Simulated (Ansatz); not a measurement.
We consider SrHfO₃ (I4/mcm, No. 140, 10 atoms in the cell; start mp-3721; a measured phase of this formula has another space group), described by LDA (Ansatz, a first-principles code, plane waves, PAW).

Settings: plane-wave cutoff 520 eV, 8×8×8 k mesh, Fermi–Dirac smearing 0.01 eV, scalar-relativistic PAW data made under PBE.

Cell (relaxed with PBEsol):

```
HfSrO3
1.0
   -2.85721     2.85721     4.13578
    2.85721    -2.85721     4.13578
    2.85721     2.85721    -4.13578
Sr Hf O
2 2 6
Direct
  0.25000   0.75000   0.50000
  0.75000   0.25000   0.50000
  0.50000   0.50000   0.00000
  0.00000   0.00000   0.00000
  0.69254   0.19254   0.88508
  0.30746   0.80746   0.11492
  0.19254   0.30746   0.50000
  0.80746   0.69254   0.50000
  0.75000   0.75000   0.00000
  0.25000   0.25000   0.00000
```

Q: What does this level give for the band gap?

A: 
* **band gap**: 4.02 eV

Note: cell and atoms aren't relaxed at this level (pressure -4.9 GPa).

Spin–orbit coupling is not included.

Computed values are for the static lattice.

The result took around 40 core-seconds (rough).

A start named mp-… is a Materials Project structure, which need not be a measured phase.
